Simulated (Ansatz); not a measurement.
Ti(001) slab, cut from hcp Ti: Ti36, 4 atomic planes, area 68 Å², cell height 19.0 Å with vacuum; both faces free, started from the bulk cut, in-plane cell fixed at 1.007 times the relaxed lattice. Computed with PBE (plane waves, PAW; Ansatz, a program for electronic structure). Mean temperature 784 K, 9.2 ps sampled after 4.4 ps of Langevin dynamics; k-points: 2x2x1 mesh shifted by half a step in the plane; no spin polarisation or spin-orbit coupling. So thin a slab has no true bulk in its middle, and the cell admits only reconstructions that fit it.

| plane (from the bottom) | atoms | start height (Å) | mean height (Å) | spread of site heights (Å) | rms motion, normal (Å) | rms motion, in plane (Å) | in-plane shift from the start (Å) | coordination |
|---|---|---|---|---|---|---|---|---|
| 1 | Ti9 | -3.51 | -3.41 | 0.01 | 0.18 | 0.18 | 0.02 | 9.0 |
| 2 | Ti9 | -1.17 | -1.21 | 0.01 | 0.15 | 0.16 | 0.02 | 12.0 |
| 3 | Ti9 | 1.17 | 1.21 | 0.01 | 0.15 | 0.17 | 0.02 | 12.1 |
| 4 | Ti9 | 3.51 | 3.41 | 0.01 | 0.18 | 0.19 | 0.01 | 9.0 |

```
Quantity                                                                                      Result
---------------------------------------------------------  -----------------------------------------
outer plane spacing                                        2.20 Å against 2.34 Å at the start (-6 %)
normal motion of the outer planes over that of the middle                                        1.2
in-plane diffusion                                                           none seen within 9.2 ps
coordination in the top plane                                   8-fold 5 %, 9-fold 87 %, 10-fold 8 %
mean vibrational (phonon) frequency                                                          4.7 THz
```

A denser in-plane k-mesh moves the forces of one frame by 0.02 eV/Å rms. Bonds are counted up to Ti-Ti 3.55 Å; heights count from the centre of mass.
